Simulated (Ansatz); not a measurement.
Ge: element substitutions

Consider Ge in the diamond structure (space group Fd-3m, No. 227; a = 5.676 Å).

Each row replaces one element on all its sites; cell and atoms are relaxed.

All numbers come from Ansatz (an electronic-structure program), PBEsol, PAW, cutoff 420 eV, no spin-orbit coupling, earlier PAW set.

For the base:

* **Volume per atom**: 22.86 Å³

Question: The aim is a volume per atom between 15.22 Å³ and 16.12 Å³. Which of these changes reaches it?
A. Ge → Ni
B. Ge → Zn
C. Ge → Sn

Answer: A, Ge → Ni. It gives 15.70 Å³; Ge → Zn gives 22.61 Å³; Ge → Sn gives 34.98 Å³. Changes not listed may reach it too

Other magnetic orders, which the real material may have, were not ruled out. Stability against distortions was not tested. As relaxed here, Zn and Ni are hypothetical phases, not in the database extracts checked.
